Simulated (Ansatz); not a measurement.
ZnGeP2: transverse stress against strain

ZnGeP2 (chalcopyrite, I-42d, 19.179 Å³/atom at rest, c along z) under a strain ε along c (axis z), the other axes held. LDA in Ansatz, a plane-wave DFT program (PAW, default set), 420 eV, 9×9×9 Γ-centred mesh, Fermi-Dirac smearing 0.05 eV; ions are relaxed within the symmetry of each cell. Stress is positive for a compressed cell.

Here s stands for strain and y for stress xx.

```csv
strain (%),stress xx (GPa)
-3.00,?
-1.50,1.01
-0.75,0.49
0.00,0.00
0.75,-0.47
1.50,-0.91
```

Task: Using a straight line, estimate the missing y at s = -3.00 from the other rows, showing the fit.

Result: Means: s 0, y 0.024. About the means, the sum of products is -3.6000 and the sum of squares of s is 5.6250; the slope is their ratio. Least squares gives y = 0.024 - 0.6400·s. Residuals (row less fit): 0.026, -0.014, -0.024, -0.014, 0.026; standard error 0.028 (degrees of freedom: 3). The slope gives the elastic constant C13 = 64 ± 1.2 GPa. At the withheld row, y = 0.024 - 0.6400 × (-3.00) = 1.944 GPa. The calculation gives 2.16 GPa, 0.216 GPa above the prediction (7.0 % of the range of y in the table). The row lies outside the fitted rows, so this is an extrapolation. From the scatter of the fitted rows alone, a prediction at this place has a standard error of 0.047 GPa, so the miss is 4.6 times that.

One order more, fitted to all 9 runs of the series, follows each within 0.01, so the miss is the next term of a smooth law. Rows are the converged runs of the series near zero and its far end; series whose fitted rows scatter by over a few per cent of the range, as at a crossing or softening among them, aren't shown in this form. Most that stay on the fit to the last digits aren't either.
